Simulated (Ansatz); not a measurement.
## How the lattice parameter c of Mo2Ge (model structure, started from the Fe2P type, P-62m, No. 189, 9 atoms in the cell) moves with the method

No measured value is used here.

```
level (code)         value (Å)
-------------------  ---------
PBE (Ansatz)             3.157
PBEsol (Ansatz)          3.119
PBE-D3(BJ) (Ansatz)        ___
```

**Question.** What belongs in the gaps?

**Answer.** 
- PBE-D3(BJ) (Ansatz, a quantum-chemistry and plane-wave program), value (Å): 3.113

Ansatz's density-functional and Hartree–Fock values are scalar-relativistic unless marked +SOC, with PAW data made under PBE.

A model structure was made by putting elements into a prototype or built by hand; it is no filed structure, need not be a known phase, and can be a saddle point held by its symmetry.
